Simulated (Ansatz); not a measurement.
For ZrB₂ (model structure, P6₃/mmc, No. 194, 6 atoms in the cell), LDA (Ansatz, a first-principles code, plane waves, PAW) gives:

* **equilibrium lattice constant a**: 3.028 Å
* **lattice parameter c**: 8.448 Å

What does r²SCAN+rVV10 (plane waves, PAW; Ansatz) give for the same quantities?


- lattice constant a: 3.077 Å (goes up by 1.6 %)
- lattice parameter c: 8.524 Å (rises by 0.9 %)

Changes are worked out from the printed values.

Unless a cell is named, each level is at its own relaxed cell (LDA 11.18, r²SCAN+rVV10 11.65 Å³/atom).

Ansatz's density-functional and Hartree–Fock values are scalar-relativistic unless marked +SOC, with PAW data made under PBE.

A model structure was made by putting elements into a prototype or built by hand; it is no filed structure, need not be a known phase, and can be a saddle point held by its symmetry.
